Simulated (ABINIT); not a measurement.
A user runs ABINIT on HfMg6Mo (Amm2, 8 atoms in the cell) and asks whether the run is sound. The aim is a self-consistent single point with DFT, LDA (PW92), plane waves, PAW (JTH v2.0 LDA PAW).

Cell that was meant: a = 5.0861 Å, b = 6.3862 Å, c = 6.3862 Å, α = 54.65°, β = 90.00°, γ = 90.00°.

Part of the input:

```
tsmear 0.00183747
nband 54
kptopt 1
ngkpt 1 1 1
nshiftk 1
shiftk 0 0 0
nstep 80
tolvrs 1.0e-11
prtwf 0
```

Log, with long lists cut:

```
 Symmetries : space group Am m 2 (# 38); Bravais oC (1-face-center ortho.)

 -outvars: echo values of preprocessed input variables --------
   [... lines left out ...]

 Coarse grid specifications (used for wave-functions):

 getcut: wavevector=  0.0000  0.0000  0.0000  ngfft=  40  50  50
         ecut(hartree)=     20.000   => boxcut(ratio)=   2.05855

 Fine grid specifications (used for densities):

 getcut: wavevector=  0.0000  0.0000  0.0000  ngfft=  60  72  72
         ecut(hartree)=     40.000   => boxcut(ratio)=   2.09558

   1.58034442E+04                                ecore*ucvol(ha*bohr**3)

_setup2: Arith. and geom. avg. npw (full set) are    4901.000    4901.000
--- !BeginCycle
solver: {iscf: 17, nstep: 80, nline: 4, wfoptalg: 10, }
tolerances: {tolvrs: 1.00E-11, }
...

     iter   Etot(hartree)      deltaE(h)  residm     nres2
 ETOT  1  -496.03699021102    -4.960E+02 1.928E+00 2.155E+01
 ETOT  2  -500.35107323203    -4.314E+00 7.482E-03 6.489E+01
 ETOT  3  -500.19850862223     1.526E-01 1.611E-02 1.107E+01
 ETOT  4  -500.18880660436     9.702E-03 6.518E-03 7.608E+00
 ETOT  5  -500.16323215308     2.557E-02 1.048E-03 7.714E-01
   [... 9 lines left out ...]
 ETOT 15  -500.16143957910     7.186E-10 5.316E-10 5.839E-09
 ETOT 16  -500.16143957909     1.256E-11 3.500E-11 4.987E-10
 ETOT 17  -500.16143957909    -4.945E-12 2.643E-11 2.923E-11
 ETOT 18  -500.16143957909     1.137E-12 1.885E-12 3.292E-12
 At SCF step   18       nres2   =  3.29E-12 < tolvrs=  1.00E-11 =>converged.

 Cartesian components of stress tensor (hartree/bohr^3)
  sigma(1 1)=  4.49734414E-04  sigma(3 2)=  0.00000000E+00
  sigma(2 2)=  1.44578188E-04  sigma(3 1)=  0.00000000E+00
  sigma(3 3)=  2.37831205E-05  sigma(2 1)=  0.00000000E+00

 ----iterations are completed or convergence reached----

 reduced coordinates (array xred) for    8 atoms
       0.500000000000      0.673430000000      0.171970000000
       0.500000000000      0.171970000000      0.673430000000
       0.000000000000      0.844490000000      0.327270000000
       0.000000000000      0.327270000000      0.844490000000
       0.000000000000      0.313960000000      0.313960000000
   [... lines left out ...]
 Fermi (or HOMO) energy (hartree) =   0.13247   Average Vxc (hartree)=  -0.34679
   [... lines left out ...]
total_energy        : -5.00161440193316E+02
total_energy_eV     : -1.36100849410707E+04
...

-Cartesian components of stress tensor (GPa)         [Pressure= -6.0617E+00 GPa]
- sigma(1 1)=  1.32316411E+01  sigma(3 2)=  0.00000000E+00
- sigma(2 2)=  4.25363643E+00  sigma(3 1)=  0.00000000E+00
- sigma(3 3)=  6.99723445E-01  sigma(2 1)=  0.00000000E+00

 Calculation completed.
```

Task: Can these results be used? Check the input.

Result: The run is not sound. The fault is a single k-point for a small metallic cell. One k-point cannot sample the Fermi surface of a small cell. To fix it, use a converged k-point mesh. The run converged in 18 iterations without an error; against the sound input the free energy rises by 106 meV/atom, the pressure goes from -5.53 to -6.06 GPa and the largest force goes from 0.191 to 0.670 eV/Å.

The sound input it was made from differs as follows (other fixes are possible):
```diff
-ngkpt 1 1 1
+ngkpt 3 3 3
-shiftk 0 0 0
+shiftk 0.5 0.5 0.5
```

With that input, the run converged in 15 iterations: free energy E − TS -13610.93 eV; Fermi level (on the code's own zero) 4.22 eV; pressure -5.53 GPa; largest force (vector length) 0.191 eV/Å (DFT, LDA (PW92), plane waves, PAW (JTH v2.0 LDA PAW)).

On the sound input: the starting cell comes from a database of computed structures (which also holds hypothetical and non-ambient phases and stackings), without a prior relaxation at this level. Its lattice was rescaled by a random factor within 2.5 % of one. Spin polarisation is off. With a pressure of about -6 GPa the cell is away from its equilibrium volume at this level. Without a gap this mesh is coarse (it stands for a supercell whose shortest vector is 15 Å).
